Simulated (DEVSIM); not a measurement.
System: illuminated Si p-on-n cell, one wavelength, at 300 K.

| layer (left to right) | material | thickness (μm) | Nd (cm⁻³) | Na (cm⁻³) | τn (s) | τp (s) | absorption coefficient (cm⁻¹) |
|---|---|---|---|---|---|---|---|
| 1 | Si | 0.0820 | - | 2.8e18 | 4.8e-8 | 4.3e-7 | 400 |
| 2 | Si | 42.0 | 1.4e16 | - | 9.3e-7 | 9.3e-7 | 400 |

Left contact: ohmic, minority electron recombination velocity 3e5 cm/s. Right contact: ohmic, minority hole recombination velocity 70000 cm/s. Voltage is applied to the left contact. Recombination: SRH at mid-gap, radiative, Auger. Light enters at the left, 6.7e17 photons cm⁻² s⁻¹, one pass, no reflection. Mobility is μmin + (μ − μmin)/(1 + (N/Nref)^α).

This is a model device: material constants are rounded textbook-type values typed into the input, and sizes, dopings and lifetimes were drawn at random. Values at 300 K.

| parameter | Si |
|---|---|
| gap (eV) | 1.124 |
| affinity (eV) | 4.05 |
| permittivity | 11.7 |
| Nc (cm⁻³) | 2.86e19 |
| Nv (cm⁻³) | 3.1e19 |
| μn (cm²/Vs) | 1417 |
| μp (cm²/Vs) | 470 |
| μn,min | 52 |
| μp,min | 45 |
| Nref,n | 9.7e16 |
| Nref,p | 2.2e17 |
| αn | 0.68 |
| αp | 0.72 |
| B (cm³/s) | 4.7e-15 |
| Cn (cm⁶/s) | 2.8e-31 |
| Cp (cm⁶/s) | 9.9e-32 |

DEVSIM, 1D drift-diffusion, Boltzmann statistics, complete ionisation; no tunnelling, impact ionisation, image-force lowering or self-heating.

Problem. Give the current under light (generator sign).

Solution. 
| V (V) | J (mA/cm²) |
|---|---|
| 0.00 | 51.2 |
| 0.08 | 51.2 |
| 0.16 | 51.2 |
| 0.26 | 51.1 |
| 0.34 | 51.1 |
| 0.44 | 50.9 |
| 0.46 | 50.7 |
| 0.48 | 50.2 |
| 0.50 | 49.3 |
| 0.52 | 47.4 |
| 0.54 | 43.2 |
| 0.56 | 34.1 |
| 0.58 | 14.7 |
| 0.60 | -27.2 |
